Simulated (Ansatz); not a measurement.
Take TiO$_{2}$ in the rutile structure (space group P4_2/mnm, No. 136; a = 4.5912 Å, c = 2.9391 Å) as the base.

The change: cell and atoms relaxed at a pressure of 0.7 GPa.

Levels (all Ansatz, an electronic-structure program, PAW): PBEsol (420 eV, no SOC); r2SCAN (500 eV, no spin-orbit coupling).

The geometry is relaxed with PBEsol.

| Property | Value |
|---|---|
| PBEsol pressure | 0.69 GPa |
| PBEsol lowest conduction level above the VBM at special points | Γ 1.87 eV; M 1.91 eV; R 1.91 eV; X 2.56 eV |
| PBEsol gap character | direct at Γ |

With r2SCAN at the same geometry, the pressure rises by 2.04 GPa, from 0.69 GPa to 2.73 GPa; the lowest conduction level above the VBM at special points goes from Γ 1.87 eV; M 1.91 eV; R 1.91 eV; X 2.56 eV to Γ 2.24 eV; M 2.28 eV; R 2.30 eV; X 2.94 eV; the gap character stays direct at Γ.

Single points use the geometry relaxed with PBEsol. Their cutoffs differ, which shifts pressures a little. Load acts through the strain it causes; cell and atoms are relaxed under it. Stability against distortions was not tested. All final runs are without spin polarisation.
